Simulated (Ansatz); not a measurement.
Defect: interstitial Li in chalcopyrite CuGaSe2, charge state +1. Computed with PBE, PAW (plane waves to 420 eV; Ansatz, a first-principles code).

64-site cell at the relaxed PBE lattice, one k-point at (0.250, 0.250, 0.250), smearing 0.05 eV, spin-restricted, no finite-size correction. Energies are static. PBE gaps are too small, and in this host the defect's levels may merge with the bands. The charge state is imposed; whether it is stable for some Fermi level was not computed. Sites that were not tried may lie lower.

Barriers: single points on a 2×2×2 k-point mesh shifted by half a step at the bands' geometries.

A. one Li atom jumps by itself; the atom moves 2.60 Å along (0.25, -0.28, 0.13) of the unit cell; the moving atom starts with neighbours Cu at 2.47, Cu at 2.48; 2 Ga at 2.72; Se at 2.64, Se at 2.80, 2 Se at 2.81, Se at 2.84, Se at 3.03 Å and ends with Cu at 2.73, Cu at 2.80, Cu at 2.82; 2 Ga at 2.95, Ga at 2.98; 2 Se at 2.47, Se at 2.51, Se at 2.55 Å; the start lies 0.062 eV above the lowest site run; saddle order not checked.
B. one Li atom jumps by itself; the atom moves 2.32 Å along (0.25, 0.22, -0.12) of the unit cell; the moving atom starts with neighbours Cu at 2.47, Cu at 2.48; 2 Ga at 2.72; Se at 2.64, Se at 2.80, 2 Se at 2.81, Se at 2.84, Se at 3.03 Å and ends with Cu at 2.73, Cu at 2.80, Cu at 2.81; Ga at 2.95, Ga at 2.96, Ga at 2.99; 2 Se at 2.46, Se at 2.50, Se at 2.55 Å; the start lies 0.062 eV above the lowest site run; saddle order not checked.

Task: Rank these by forward barrier (lowest first), as PBE, PAW gives it.

Result: B (0.27 eV), A (0.42 eV)
